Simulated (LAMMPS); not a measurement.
MD of Ta (bcc) at zero pressure, 2000 atoms, as a crystal; each row is its own run.

Level of theory: classical MD, pair style eam/alloy, file CuTa.eam.alloy; code LAMMPS.

| T (K) | enthalpy (eV/atom) |
|---|---|
| 200 | -8.0382 |
| 1480 | -7.7001 |
| 1970 | -7.5659 |
| 2470 | -7.4243 |
| 2960 | -7.2797 |
| 3450 | -7.1172 |

Fit a straight line, y = a + b x, to these rows (x is the first column, y the second) and predict the run at x = 300.

Least squares gives a = -8.1085 and b = 0.0002814. At x = 300 the fit predicts -8.0241 eV/atom. The run itself gave -8.0120 ± 0.0001 eV/atom, so the fit is 12 meV/atom low.

Caution (row 3450): this crystal lies over the melting point of about 3260 K that EAM-type CuTa.eam.alloy gives, so it is superheated.
